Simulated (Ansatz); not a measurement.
The starting structures come from a database of crystals and need not be the phases stable at ambient conditions.

 Where the default PAW files enter, the runs use the earlier of Ansatz's two default sets.

Tunnelling through a barrier is set by its complex band structure: the current falls as exp(−2κd) with the smallest κ.

Given:

```
CELL_PARAMETERS angstrom
      4.22301     0.00000     0.00000
     -2.11150     3.65723     0.00000
      0.00000     0.00000    16.59203
ATOMIC_POSITIONS crystal
  Bi 0.00000 0.00000 0.66552
  Bi 0.00000 0.00000 0.33448
  Pb 0.33333 0.66667 0.11068
  Pb 0.66667 0.33333 0.88932
  Se 0.66667 0.33333 0.57411
  Se 0.33333 0.66667 0.42589
  Se 0.33333 0.66667 0.77979
  Se 0.66667 0.33333 0.22021
  Se 0.00000 0.00000 0.00000
```

Space group of this cell: P-3m1. The cell was relaxed by PBE-D3(BJ); by PBEsol its mean pressure is -0.6 GPa.

Transport runs along the normal of the first two printed cell vectors, the (001) plane of the conventional cell.

The gap is the functional's own. No spin-orbit coupling. Mid-gap values are interpolated on the energy grid.

### Question
Predict the band gap and the smallest decay constant κ at mid-gap from Ansatz (a quantum-chemistry and plane-wave program) with PBEsol.

### Answer
Gap 0.26 eV on a 12×12×2 mesh; κ = 0.051 1/Å, at the zone centre.
